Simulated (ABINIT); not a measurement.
Band structure of NaCl (Fm-3m, 2 atoms in the cell).

```
CELL_PARAMETERS angstrom
      0.00000     2.82000     2.82000
      2.82000     0.00000     2.82000
      2.82000     2.82000     0.00000
ATOMIC_POSITIONS crystal
  Na 0.00000 0.00000 0.00000
  Cl 0.50000 0.50000 0.50000
```

Computed with PBE, PAW (JTH v2.0 PBE PAW) (plane waves; ABINIT).

Settings: pseudos = [Na.GGA_PBE-JTH.xml, Cl.GGA_PBE-JTH.xml]; ecut = 30 Ha; pawecutdg = 60 Ha; pawxcdev = 0; ixc = 11; occopt = 3; tsmear = 0.02 eV; ngkpt = 10 10 10; nshiftk = 1; shiftk = 0 0 0; potentials = JTH v2.0 PBE PAW; kptopt = 1; nstep = 100.

The starting cell has typed, rounded lattice constants, without a prior relaxation at this level.

Task: Predict the gap along the standard path and the places of the band edges.

Result: The gap along the path is 5.10 eV, direct at Γ to within 0.01 eV.

Levels in eV from the top of the valence band on the SCF mesh, bands 5 to 12:
```json
[
 {"point": "Γ", "5": "-12.66", "6": "0.00", "7": "0.00", "8": "0.00", "9": "5.10", "10": "11.09", "11": "11.09", "12": "11.09"},
 {"point": "X", "5": "-12.27", "6": "-1.66", "7": "-0.60", "8": "-0.60", "9": "7.51", "10": "8.09", "11": "11.32", "12": "14.78"},
 {"point": "W", "5": "-12.26", "6": "-1.19", "7": "-1.19", "8": "-0.75", "9": "8.80", "10": "9.69", "11": "9.69", "12": "11.31"},
 {"point": "K", "5": "-12.27", "6": "-1.40", "7": "-1.11", "8": "-0.49", "9": "8.22", "10": "9.02", "11": "10.54", "12": "12.70"},
 {"point": "L", "5": "-12.32", "6": "-1.92", "7": "-0.26", "8": "-0.26", "9": "7.25", "10": "10.64", "11": "10.89", "12": "10.89"},
 {"point": "U", "5": "-12.27", "6": "-1.40", "7": "-1.11", "8": "-0.49", "9": "8.22", "10": "9.02", "11": "10.54", "12": "12.70"}
]
```
